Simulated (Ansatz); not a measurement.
C11b MoSi2 was calculated with rVV10 (Ansatz, a first-principles code, plane waves, PAW).

Settings: plane-wave cutoff 520 eV, 24×24×24 k mesh, Fermi–Dirac smearing 0.05 eV, no spin polarisation, scalar-relativistic PAW data made under PBE.

Response to compression and expansion:

Shape and atoms are relaxed at each volume.

```tsv
V (Å³/atom)	P (GPa)	c (Å)	a (Å)
13.186	8.77	7.814	3.182
13.460	4.14	7.859	3.206
13.735	0.01	7.905	3.229
14.010	-3.69	7.950	3.252
14.284	-6.99	7.995	3.274
```
